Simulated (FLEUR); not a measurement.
**Equation of state of zinc-blende BeS (space group 216): energy against volume (FLEUR, LDA)**

```yaml
crystal:
  lattice:
    - [0.00000, 2.34030, 2.34030]
    - [2.34030, 0.00000, 2.34030]
    - [2.34030, 2.34030, 0.00000]
  atoms:
    - { symbol: Be, position: [0.00000, 0.00000, 0.00000] }
    - { symbol: S, position: [0.75000, 0.75000, 0.75000] }
```

Level of theory: LDA (Perdew-Zunger), all-electron FLAPW (FLEUR), scalar-relativistic valence in FLEUR. Settings: Kmax = 4.79 1/bohr; GmaxXC = 19.2 1/bohr; xcFunctional = pz; jspins = 1; l_soc = F; mode = hist; fermiSmearingEnergy = 0.00036749 Htr; mesh (inpgen div1-3) = 12 12 12; inpgen gamma flag = true; Gmax = 19.2 1/bohr; numbands = 0; maxIterBroyd = 15; imix = Anderson; alpha = 0.05; precondParam = 0; minDistance = 1e-05 me/bohr^3. The cell above is the first row's. The rows scale it uniformly. In all rows fractional positions and the k mesh are held. E is the free energy at the stated smearing, counted from the lowest row.

| V (Å^3/atom) | E (meV/atom) |
|---|---|
| 12.818 | ? |
| 13.096 | 12.82 |
| 13.375 | 4.48 |
| 13.654 | 0.34 |
| 13.932 | 0.00 |
| 14.211 | 3.11 |
| 14.490 | 9.36 |
| 14.768 | 18.45 |
| 15.047 | 30.13 |

**Question.** Fit E against V with the third-order Birch-Murnaghan form, a cubic in V^(-2/3), and predict the withheld value at V = 12.818.

**Answer.** With u = V^(-2/3) - 0.172, the rows have u = 0.007987, 0.005475, 0.003049, 0.000713, -0.001555, -0.003750, -0.005868, -0.007928. Least squares gives E = 0.612 - 1094.19·u + 330040·u² - 207969·u³. Residuals (row less fit): -0.001, 0.000, 0.002, 0.000, -0.002, -0.007, 0.011, -0.004; standard error 0.007 (degrees of freedom: 4). Its minimum lies at u = 0.001660, so V0 = (0.173660)^(-3/2) = 13.82. There d²E/du² = 658000 and d³E/du³ = -1248000, so B0 = (4/9) × 13.82^(-7/3) × 658000 × 0.160218 = 102 GPa (the last factor turns the table's units into GPa), and B0' = 4 + (2/3) × 0.173660 × (-1248000)/658000 = 3.8. At the withheld row, u = 0.010580, so E = 0.612 - 1094.19 × 0.010580 + 330040 × 0.010580² - 207969 × 0.010580³ = 25.733 meV/atom. The calculation gives 25.77 meV/atom, 0.037 meV/atom above the prediction (0.1 % of the range of E in the table). The row lies outside the fitted rows, so this is an extrapolation. From the scatter of the fitted rows alone, a prediction at this place has a standard error of 0.021 meV/atom, so the miss is 1.8 times that.

Carrying the step between the two nearest rows on in a straight line would have given 21.13, off by 4.64; series whose last step already gives the withheld value aren't shown. The scan was laid around a cell of about the measured size, scaled by a guess for this functional. The runs keep the symmetry of the cell, so they don't test it for distortions. Values depend on the basis (sphere radii, cutoffs, local orbitals), which need not be converged. Cutoffs and mesh are single choices, not tested for convergence of this quantity. Series with a scatter that would blur these digits, or in which a gap closes, are not shown. Nor are scans whose minimum lies at an end fitted in this form.
